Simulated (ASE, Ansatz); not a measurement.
One thermal frame of composition K2Na, cell K32Na16, first heated far above this temperature, then brought to it [in the CHGNet run: it was liquid; mean temperature 336 K (target 330 K); density 0.84 g/cm³, volume +3 % from the start cell's], 330 K, computed in Ansatz (plane waves, PAW) at several levels on the same positions and k-sampling (one point, (1/4, 1/4, 1/4)); no spin polarisation or spin-orbit coupling.

The frame comes from MD with CHGNet (ASE). The base level is PBE (cutoff 420 eV), whose static pressure on this k-sampling is -0.1 GPa. On the run's last frame a denser k-mesh moved the forces by 0.007 eV/Å rms, the static pressure by -0.01 GPa and the free energy by -3 meV/atom, which is about how far such values are converged. That check is the base level's. Differences between levels on one k-sampling err less than the absolute values. Cutoffs of the other levels: 500 eV for r2SCAN, the files' default (420 eV for most) otherwise. Volume per atom 67.02 Å³.

```
level   static pressure less the base's (GPa)  rms force change from the base (eV/Å)                           cost
------  -------------------------------------  -------------------------------------  -----------------------------
PBE                                         0                                      0                         (base)
r2SCAN                                   +0.1                                   0.01  around 5 core-minutes (rough)
```

Ansatz is a first-principles code.
